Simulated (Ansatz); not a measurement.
A one-dimensional MgSe body, 8 atoms a period, stretched and compressed along its axis from its relaxed period of 5.021 Å, atoms relaxed at each length.

```yaml
crystal:
  lattice:
    - [14.00000, 0.00000, 0.00000]
    - [0.00000, 14.00000, 0.00000]
    - [0.00000, 0.00000, 5.02126]
  atoms:
    - { symbol: Mg, position: [0.42036, 0.42036, 0.00000] }
    - { symbol: Se, position: [0.39099, 0.39099, 0.50000] }
    - { symbol: Se, position: [0.39099, 0.60901, 0.00000] }
    - { symbol: Mg, position: [0.42036, 0.57964, 0.50000] }
    - { symbol: Se, position: [0.60901, 0.39099, 0.00000] }
    - { symbol: Mg, position: [0.57964, 0.42036, 0.50000] }
    - { symbol: Mg, position: [0.57964, 0.57964, 0.00000] }
    - { symbol: Se, position: [0.60901, 0.60901, 0.50000] }
```

Calculation: PBE (plane waves to 420 eV, PAW; Ansatz, a first-principles code). Mesh 1×1×58. No spin polarisation. It repeats along c; a and b span vacuum. A hypothetical model. Only distortions within the start's symmetry and period were free. Values not marked SOC lack spin–orbit coupling. On relaxing, bonds broke or formed, so the name tells the start alone. Buckling under compression is shut out by symmetry and the short period. Energies are free energies at a Fermi–Dirac width of 0.02 eV, from the unstrained cell.

| strain (%) | energy (meV a period) | axial force (nN) | PBE gap (eV) |
|---|---|---|---|
| -3.0 | +74 | -1.64 | 2.81 |
| -1.5 | +18 | -0.78 | 2.74 |
| 0.0 | 0 | +0.02 | 2.67 |
| +1.5 | ___ | ___ | ___ |
| +3.0 | ___ | ___ | ___ |

### Question
Complete the blanks.

### Answer

- +1.5, energy (meV a period): +17
- +1.5, axial force (nN): +0.69
- +1.5, PBE gap (eV): 2.61
- +3.0, energy (meV a period): +64
- +3.0, axial force (nN): +1.31
- +3.0, PBE gap (eV): 2.55
